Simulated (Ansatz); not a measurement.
## What uniaxial stress, 0.5 GPa tension along x does to BeS

Consider BeS in the zinc blende structure (space group F-43m, No. 216; a = 4.838 Å). Axes: x, y, z lie along the cube axes.

One thing is altered: uniaxial stress, 0.5 GPa tension along x; all other stress components relax to zero.

Method: PBEsol, PAW, 420 eV (Ansatz, a first-principles code; no spin-orbit coupling). Settings: 12×12×12 k-points, 0.05 eV Fermi–Dirac smearing.

The volume per atom increases by 0.025 Å³ (14.15 Å³ → 14.18 Å³) and the space group changes from F-43m (No. 216) to I-4m2 (No. 119). The shortest interatomic distance hardly moves (2.095 Å against 2.096 Å) and the energy stays essentially unchanged. The band gap shrinks by 0.02 eV, from 2.91 eV to 2.89 eV and the gap character amounts to indirect, Γ → X. The smallest direct gap shrinks by 0.01 eV (5.54 eV → 5.53 eV) and the electron mass is still 0.80 mₑ along k, 0.28 mₑ across (at X). The valence-band top at Γ (three highest levels, from the VBM) becomes 0.00, 0.00, -0.03 eV (base: 0.00, 0.00, 0.00 eV) and the valley order (the lowest conduction-band minima on the path, energy above the VBM, named in the base's zone) changes from X along ⟨100⟩ 2.91 eV to X along [001] 2.89 eV; X along [100] 2.93 eV. The strain response (xx, yy, zz) comes out as (+0.41, −0.12, −0.12) %.

Final structure:

```yaml
crystal:
  lattice:
    - [0.00000, 2.41617, 2.41617]
    - [2.42880, 0.00000, 2.41617]
    - [2.42880, 2.41617, 0.00000]
  atoms:
    - { symbol: S, position: [0.25000, 0.25000, 0.25000] }
    - { symbol: Be, position: [0.00000, 0.00000, 0.00000] }
```

Cost of the whole job for the changed cell (relaxation, final SCF and bands): about 29 core-seconds (a rough figure).

Masses are band curvatures over ±0.01 Å⁻¹ around the edge. Along k means along the line from Γ to the band edge. Stability under load was not tested beyond the relaxation. Labels are those of the standard path for the cell's own space group.
